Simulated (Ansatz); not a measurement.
The starting structures come from a database of crystals and need not be the phases stable at ambient conditions.

 Where the default PAW files enter, the runs use the earlier of Ansatz's two default sets.

Inside the gap of an insulator the Bloch states are evanescent, with a wavenumber k + iκ along the transport direction.

Data:

```xyz
10
Lattice="5.8479 0.0000 0.0000 0.0000 6.3811 0.0000 2.9240 3.1905 5.5702" Properties=species:S:1:pos:R:3 pbc="T T T"
Na     5.8479     4.1629     1.5794
Na     2.9240     5.4087     3.9908
Na     5.8479     7.3534     3.9908
Na     2.9240     2.2182     1.5794
Zn     4.3859     0.0000     0.0000
Zn     1.4620     0.0000     0.0000
S      2.9240     5.0155     1.2441
S      5.8479     4.5562     4.3262
S      2.9240     8.2060     4.3262
S      5.8479     1.3656     1.2441
```

Space group of this cell: Ibam. The cell is taken as given.

Transport runs along the normal of the first two printed cell vectors.

No gap correction and no spin-orbit coupling; mid-gap values are interpolated between computed energies.

Task: Give the band gap and the smallest decay constant κ at mid-gap that r2SCAN (Ansatz, an electronic-structure program) yields.

Result: Gap 3.10 eV on a 6×6×6 mesh; κ = 0.253 1/Å, at the zone centre.
